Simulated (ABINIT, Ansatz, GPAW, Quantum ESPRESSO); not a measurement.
## One structure in several programs: LaMg₆Mo (Amm2, 8 atoms in the cell)

Self-consistent single point.

```xyz
8
Lattice="4.9891 0.0000 0.0000 0.0000 3.2451 5.7849 0.0000 -3.2451 5.7849" Properties=species:S:1:pos:R:3 pbc="T T T"
La     0.0000     0.0000     9.2670
Mg     0.0000    -1.5641     6.6234
Mg     0.0000     1.5641     6.6234
Mg     0.0000     0.0000     3.8786
Mg     2.4946    -1.5452     4.9518
Mg     2.4946     1.5452     4.9518
Mg     2.4946     0.0000     1.9845
Mo     2.4946     0.0000     7.9988
```

All programs got the same cell, k-point mesh and kind of occupations (in Ansatz's words: kpoints.mp_grid.grid = 4 3 3; scf.occupations.method = gaussian; scf.occupations.width = 0.05 eV); potentials, basis and cutoffs are each program's usual ones.

```tsv
code	model	pressure (GPa)	largest force (eV/Å)	cutoff
ABINIT	LDA (PW92), PAW (JTH v2.0 LDA PAW)	-3.93	0.159	26 Ha
GPAW	LDA (Perdew-Wang 92), GPAW PAW datasets LDA (gpaw-data 1.0.1)	-3.95	0.175	850 eV
Ansatz	LDA (PW92), PAW files made with PBE	-4.03	0.196	default
Quantum ESPRESSO	LDA (PZ), GBRV 1.5 ultrasoft (LDA) pseudopotentials	-3.96	0.158	40 Ry
```

Size of the force on each atom (eV/Å): Sizes of forces hide their directions.

```tsv
code	La1	Mg2	Mg3	Mg4	Mg5	Mg6	Mg7	Mo8
ABINIT	0.159	0.068	0.068	0.035	0.144	0.144	0.057	0.077
GPAW	0.175	0.074	0.074	0.041	0.144	0.144	0.055	0.095
Ansatz	0.196	0.075	0.075	0.039	0.144	0.144	0.055	0.108
Quantum ESPRESSO	0.158	0.076	0.076	0.039	0.144	0.144	0.055	0.074
```

The spread over the programs that give each value: pressure within 0.10 GPa; largest force within 0.038 eV/Å.

The starting cell comes from a database of computed structures (which also holds hypothetical and non-ambient phases and stackings), without a prior relaxation at this level. Its lattice was rescaled by a random factor within 2.5 % of one. On Ansatz's run: Spin polarisation is off. In the base run, with a pressure of about -4 GPa the cell is away from its equilibrium volume at this level.

Task: Why do the programs differ, and what cannot be compared?

Result: Differences of this kind can come from the potentials, where these differ, and from what each basis and cutoff leave unconverged. The zero of total energies and Fermi levels follows the potentials and each program's conventions, so they are not compared here. Ansatz's pressure is given at a fixed set of plane waves, as the other plane-wave codes print theirs. The same LDA comes in different parametrisations, which differ slightly.

Left out of this page: CP2K (unsound by tests on forces, stress, charge or solver warnings); FLEUR (not drawn, or without a comparable value).

Ansatz is an electronic-structure program.

Keys are those of Ansatz 0.2.
